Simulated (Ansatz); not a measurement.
System: fluorite NdH₂. Method: r²SCAN (Ansatz, a program for electronic structure, plane waves, PAW).

Settings: plane-wave cutoff 560 eV, 18×18×18 k mesh, Fermi–Dirac smearing 0.05 eV, spin-polarised with parallel moments, scalar-relativistic PAW data made under PBE.

Cell (relaxed at this level):

```xyz
3
Lattice="0.0000 2.7463 2.7463 2.7463 0.0000 2.7463 2.7463 2.7463 0.0000" Properties=species:S:1:pos:R:3 pbc="T T T"
H      1.3731     1.3731     1.3731
H      4.1194     4.1194     4.1194
Nd     0.0000     0.0000     0.0000
```
Starting moments (μB, in the order of the record's atoms H H Nd): 0.0 0.0 3.0.

Q: Estimate the bulk modulus that the calculation returns.

A: 
- bulk modulus = 59.9 GPa

Note: the magnetic order was assumed, not searched for or taken from measurement; the bulk modulus is −V dP/dV from two relaxed cells at ±2 % in volume; the relaxation could not lower the start's symmetry, so the cell can be a saddle point above a distorted one; the 4f shell is treated without U or exact exchange, so its levels and filling can be wrong.

Spin–orbit coupling is not included; it can open a gap where bands touch, and shift volumes and moduli.

Computed values are for the static lattice.
